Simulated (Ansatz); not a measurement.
```
CELL_PARAMETERS angstrom
     11.00000     0.00000     0.00000
      0.00000    11.00000     0.00000
      0.00000     0.00000     5.08267
ATOMIC_POSITIONS crystal
  Mg 0.50000 0.50000 0.00000
  Te 0.50000 0.50000 0.50000
```

Method: PBE (plane waves to 420 eV, PAW; Ansatz, a program for electronic structure). Mesh 1×1×58. No spin polarisation. Periodic along z alone, with about 11 Å of vacuum beside it. A hypothetical model. Symmetry and one short period hold its shape; lower forms weren't sought. Pairing along the axis, which can open a gap, is among the distortions not tried. Values not marked SOC lack spin–orbit coupling.

Tabulate the two highest filled and two lowest empty levels along the axis, from the valence top.


```json
[
 {"k (2π/c)": "0.000", "v2 (eV)": "-0.36", "v1 (eV)": "-0.36", "c1 (eV)": "1.62", "c2 (eV)": "–"},
 {"k (2π/c)": "0.042", "v2 (eV)": "-0.35", "v1 (eV)": "-0.35", "c1 (eV)": "1.68", "c2 (eV)": "–"},
 {"k (2π/c)": "0.083", "v2 (eV)": "-0.34", "v1 (eV)": "-0.34", "c1 (eV)": "1.84", "c2 (eV)": "–"},
 {"k (2π/c)": "0.125", "v2 (eV)": "-0.31", "v1 (eV)": "-0.31", "c1 (eV)": "2.10", "c2 (eV)": "–"},
 {"k (2π/c)": "0.167", "v2 (eV)": "-0.28", "v1 (eV)": "-0.28", "c1 (eV)": "2.41", "c2 (eV)": "–"},
 {"k (2π/c)": "0.208", "v2 (eV)": "-0.24", "v1 (eV)": "-0.24", "c1 (eV)": "2.76", "c2 (eV)": "–"},
 {"k (2π/c)": "0.250", "v2 (eV)": "-0.20", "v1 (eV)": "-0.20", "c1 (eV)": "3.14", "c2 (eV)": "4.28"},
 {"k (2π/c)": "0.292", "v2 (eV)": "-0.15", "v1 (eV)": "-0.15", "c1 (eV)": "3.53", "c2 (eV)": "4.06"},
 {"k (2π/c)": "0.333", "v2 (eV)": "-0.10", "v1 (eV)": "-0.10", "c1 (eV)": "3.87", "c2 (eV)": "3.87"},
 {"k (2π/c)": "0.375", "v2 (eV)": "-0.06", "v1 (eV)": "-0.06", "c1 (eV)": "3.71", "c2 (eV)": "3.71"},
 {"k (2π/c)": "0.417", "v2 (eV)": "-0.03", "v1 (eV)": "-0.03", "c1 (eV)": "3.59", "c2 (eV)": "3.59"},
 {"k (2π/c)": "0.458", "v2 (eV)": "-0.01", "v1 (eV)": "-0.01", "c1 (eV)": "3.52", "c2 (eV)": "3.52"},
 {"k (2π/c)": "0.500", "v2 (eV)": "0.00", "v1 (eV)": "0.00", "c1 (eV)": "3.50", "c2 (eV)": "3.50"}
]
```
A dash stands for levels within 1 eV of the vacuum level or above it.
